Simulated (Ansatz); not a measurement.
The starting structures come from a database of crystals and need not be the phases stable at ambient conditions.

Consider the following.

```xyz
8
Lattice="4.0695 0.0000 0.0000 0.0000 8.8245 0.0000 0.0000 0.0000 4.0695" Properties=species:S:1:pos:R:3 pbc="T T T"
La     2.0348     1.2356     0.0000
La     0.0000     7.5889     2.0348
Cu     2.0348     4.4123     2.0348
Cu     0.0000     4.4123     0.0000
Se     2.0348     5.9055     0.0000
Se     0.0000     2.9191     2.0348
O      2.0348     0.0000     2.0348
O      0.0000     0.0000     0.0000
```

Space group of this cell: P4/nmm. The cell is taken as given; by r2SCAN its mean pressure is -0.9 GPa.

Transport runs along the normal of the first two printed cell vectors, the (100) plane of the conventional cell.

No gap correction and no spin-orbit coupling; mid-gap values are interpolated between computed energies.

### Question
Compute, with r2SCAN run with Ansatz (a program for electronic structure), the band gap and the smallest decay constant κ at mid-gap.

### Answer
Gap 1.88 eV on a 8×4×8 mesh; κ = 0.174 1/Å, at the zone centre.
